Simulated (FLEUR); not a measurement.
FLEUR run on CuO (Cccm, 4 atoms in the cell): self-consistent single point.

Level of theory: LDA (Perdew-Zunger), all-electron FLAPW (FLEUR), scalar-relativistic valence in FLEUR.

The change in words: lattice scaled by 0.98. Reference geometry:
```yaml
crystal:
  lattice:
    - [1.96788, -2.12857, 0.00000]
    - [1.96788, 2.12857, 0.00000]
    - [0.00000, 0.00000, 5.09612]
  atoms:
    - { symbol: Cu, position: [0.00000, 0.50000, 0.00000] }
    - { symbol: Cu, position: [0.50000, 0.00000, 0.50000] }
    - { symbol: O, position: [0.50000, 0.50000, 0.25000] }
    - { symbol: O, position: [0.50000, 0.50000, 0.75000] }
```

Reference input (self-consistent single point, DFT, LDA (Perdew-Zunger), all-electron FLAPW (FLEUR), scalar-relativistic valence): Kmax = 4.7 1/bohr; GmaxXC = 18.8 1/bohr; xcFunctional = pz; jspins = 1; l_soc = F; mode = gauss; fermiSmearingEnergy = 0.00499791 Htr; mesh (inpgen div1-3) = 12 12 7; inpgen gamma flag = true; Gmax = 18.8 1/bohr; numbands = 0; maxIterBroyd = 25. This run's input differs from it in these lines:

```diff
@@ -3,5 +3,5 @@
 &input film=f /
-3.7187447975 -4.0224124474 0.0000000000
-3.7187447975 4.0224124474 0.0000000000
-0.0000000000 0.0000000000 9.6302729880
+3.6443708464 -3.9419649165 0.0000000000
+3.6443708464 3.9419649165 0.0000000000
+0.0000000000 0.0000000000 9.4376683219
 1.0
@@ -46,5 +46,5 @@
          <bravaisMatrix>
-            <row-1>    3.7187447974999999    -4.0224124473999998     0.0000000000000000</row-1>
-            <row-2>    3.7187447974999999     4.0224124473999998     0.0000000000000000</row-2>
-            <row-3>    0.0000000000000000     0.0000000000000000     9.6302729879999998</row-3>
+            <row-1>    3.6443708464000002    -3.9419649164999999     0.0000000000000000</row-1>
+            <row-2>    3.6443708464000002     3.9419649164999999     0.0000000000000000</row-2>
+            <row-3>    0.0000000000000000     0.0000000000000000     9.4376683219000004</row-3>
          </bravaisMatrix>
```

Log, with long lists cut:

```
 Iteration:     1   Distance:      49.08724013 me/bohr^3
 Iteration:     2   Distance:      37.69878634 me/bohr^3
 Iteration:     3   Distance:      17.39498412 me/bohr^3
 Iteration:     4   Distance:      13.52071063 me/bohr^3
 Iteration:     5   Distance:       7.27293797 me/bohr^3
   [... 7 lines left out ...]
 Iteration:    13   Distance:       0.00101675 me/bohr^3
 Iteration:    14   Distance:       0.00026725 me/bohr^3
 Iteration:    15   Distance:       0.00008357 me/bohr^3
 Iteration:    16   Distance:       0.00000858 me/bohr^3
 Run finished successfully
 Stop message:
   Structural relaxation: Done

[file out, last iteration]
             iter=     17
[...]
          total density-effective poten   -5.4743267577E+03
          total charge density-energy d   -1.4615731319E+02
 Updated energy parameters for spin:           1
[...]
 fermi energy and band-weighting factors:
    0.834312    0.865601    0.875433

[...]
FERMIE:
          first approx. to ef    (T=0)  :   0.278941 htr   (energy of the highest occ. eigenvalue)
          number of occ. states  (T=0)  :       2916
          first approx. to seigv (T=0)  :   2.313921 htr
          sum of weights of occ. states :  17.002976
          sum of semicore charge        :   0.000000 e
          fermi energy=   0.27893 har   work function=  -7.59011 ev
          number of valence electrons=  33.99999
   [... lines left out ...]
     k-point=  117
     k-point=  118
     k-point=  119
     k-point=  120
     k-point=  121
     k-point=  122
     k-point=  123
     k-point=  124
     k-point=  125
     k-point=  126
     k-point=  127
     k-point=  128
     k-point=  129
     k-point=  130
     k-point=  131
     k-point=  132
     k-point=  133
     k-point=  134
     k-point=  135
     k-point=  136
     k-point=  137
     k-point=  138
     k-point=  139
```

The run converged in 16 iterations. FLEUR gives forces in its relaxation mode, with a further iteration, so its stop message speaks of a relaxation. Against the reference run the total energy drops by 7.2 meV/atom.

The starting cell comes from a database of computed structures (which also holds hypothetical and non-ambient phases and stackings), without a prior relaxation at this level. Its lattice was rescaled by a random factor within 2.5 % of one. For this run, on top of that: lattice scaled by 0.98. Spin polarisation is off, so a magnetic state, if there is one, cannot be reached. Values depend on the basis (sphere radii, cutoffs, local orbitals), which need not be converged. No gap is read from this output.

Cost on one core of a shared machine: roughly 9 min.
